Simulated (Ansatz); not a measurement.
# GaN, response to strain

Base system: GaN in the wurtzite structure (space group P6_3mc, No. 186).

```xyz
4
Lattice="3.1826 0.0000 0.0000 -1.5913 2.7562 0.0000 0.0000 0.0000 5.1854" Properties=species:S:1:pos:R:3 pbc="T T T"
Ga     0.0000     1.8375     0.0010
Ga     1.5913     0.9187     2.5937
N      0.0000     1.8375     1.9539
N      1.5913     0.9187     4.5466
```

Cartesian axes are those of the cell as printed.

Strains are applied to the cell and any free atomic positions relax.

Calculations: Ansatz (a first-principles code) PBEsol, spin-orbit coupling left out.

Notes on the quantities. energy relative to the base: free energy F.

```csv
uniaxial strain ε_xx (%),energy relative to the base (meV/atom)
0,0.0
0.6,?
1.2,1.7
1.8,3.8
2.4,6.8
3,10.5
```

Q: Fit ΔE = Aε² + Bε³ (ε in %) to the rows shown and predict the withheld row.

A: Least squares on the printed values gives A = 1.20 and B = -0.011 meV/atom (largest residual 0.0 meV/atom); this predicts 0.4 meV/atom, and the run gives 0.4 meV/atom, in agreement.

Whether these cells are dynamically stable was not tested.
